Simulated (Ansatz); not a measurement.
**Pressure series in hypothetical CsCl type NbP**

Take NbP in the CsCl type structure (space group Pm-3m, No. 221; a = 3.110 Å; a hypothetical phase, not in the database extracts checked) as the base.

Cell and atoms are relaxed at each pressure.

Computed with plane-wave PAW DFT at the PBE level (Ansatz, a quantum-chemistry and plane-wave program, 420 eV), no SOC.

Notes on the quantities. enthalpy: H = E + PV relative to the base's energy.

```json
[
 {"case": "base", "enthalpy": "–", "volume per atom": "15.04 Å³"},
 {"case": "pressure −2 GPa", "enthalpy": "-0.19 eV/atom", "volume per atom": "15.20 Å³"},
 {"case": "pressure −1 GPa", "enthalpy": "-0.09 eV/atom", "volume per atom": "15.12 Å³"},
 {"case": "pressure 0.3 GPa", "enthalpy": "+0.03 eV/atom", "volume per atom": "15.02 Å³"},
 {"case": "pressure 0.7 GPa", "enthalpy": "+0.07 eV/atom", "volume per atom": "14.98 Å³"},
 {"case": "pressure 1.5 GPa", "enthalpy": "+0.14 eV/atom", "volume per atom": "14.92 Å³"},
 {"case": "pressure 3 GPa", "enthalpy": "+0.28 eV/atom", "volume per atom": "14.81 Å³"},
 {"case": "pressure 5 GPa", "enthalpy": "+0.46 eV/atom", "volume per atom": "14.67 Å³"},
 {"case": "pressure 7.5 GPa", "enthalpy": "+0.69 eV/atom", "volume per atom": "14.50 Å³"},
 {"case": "pressure 10 GPa", "enthalpy": "+0.92 eV/atom", "volume per atom": "14.35 Å³"}
]
```

Load acts through the strain it causes; cell and atoms are relaxed under it. Stability against distortions was not tested. Competing high-pressure phases were not computed. All final runs are without spin polarisation.
